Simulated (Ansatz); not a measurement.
The starting structures come from a database of crystals and need not be the phases stable at ambient conditions.

 Where the default PAW files enter, the runs use the earlier of Ansatz's two default sets.

By PBEsol, the system below comes out a metal.

The ballistic (Sharvin) conductance counts the channels at the Fermi level: G/A = (e²/h) × channels of both spins per area.

Given:

```yaml
crystal:
  lattice:
    - [3.00015, 0.00000, 0.00000]
    - [-1.00005, 2.82857, 0.00000]
    - [1.00005, 1.41429, 2.49961]
  atoms:
    - { symbol: Hf, position: [0.00000, 0.00000, 0.00000] }
```

Space group of this cell: Fmmm. The cell is strained (lengths across the current scaled by 0.98, ions clamped).

The current flows along the normal of the first two printed cell vectors. No spin-orbit coupling; the value is a mean over 0.1 eV about the Fermi level.

Question: Give the ballistic conductance per area that PBEsol run with Ansatz (an electronic-structure program) yields.

Answer: 1.4 × 10¹⁵ S/m² for both spins.
